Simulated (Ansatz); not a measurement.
## A computed series for BeTe: response to strain

Start from BeTe in the zinc blende structure (space group F-43m, No. 216; a = 5.5542 Å). Axes: x, y, z lie along the cube axes.

Strains are applied to the cell and any free atomic positions relax; under biaxial strain the out-of-plane vector relaxes too.

Method: Ansatz (an electronic-structure program), LDA, PAW, cutoff 420 eV, spin-orbit coupling left out.

Notes on the quantities. in-plane stress: mean in-plane stress (compression positive).

| variant | in-plane stress | band gap | gap character |
|---|---|---|---|
| base | – | 1.79 eV | – |
| biaxial strain −3.00 %, plane normal [001], relaxed out of plane | +3.9 GPa | 1.46 eV | indirect, Γ → X |
| biaxial strain −2.50 %, plane normal [001], relaxed out of plane | … | … | indirect, Γ → X |
| biaxial strain −2.00 %, plane normal [001], relaxed out of plane | +2.5 GPa | 1.57 eV | indirect, Γ → X |
| biaxial strain −1.50 %, plane normal [001], relaxed out of plane | +1.8 GPa | 1.63 eV | indirect, Γ → X |
| biaxial strain −1.00 %, plane normal [001], relaxed out of plane | +1.2 GPa | 1.68 eV | indirect, Γ → X |
| biaxial strain −0.50 %, plane normal [001], relaxed out of plane | +0.6 GPa | 1.74 eV | indirect, Γ → X |
| biaxial strain +1.50 %, plane normal [001], relaxed out of plane | -1.6 GPa | 1.62 eV | indirect, Γ → M |
| biaxial strain +2.00 %, plane normal [001], relaxed out of plane | -2.1 GPa | 1.56 eV | indirect, Γ → M |
| biaxial strain +3.00 %, plane normal [001], relaxed out of plane | -3.0 GPa | 1.46 eV | indirect, Γ → M |

Some entries are withheld; estimate them.


- biaxial strain −2.50 %, plane normal [001], relaxed out of plane, in-plane stress: +3.1 GPa
- biaxial strain −2.50 %, plane normal [001], relaxed out of plane, band gap: 1.51 eV

With Te present, leaving out spin-orbit coupling can change the band edges. No phonon test of stability was made. k-point labels follow each cell's own Brillouin zone.
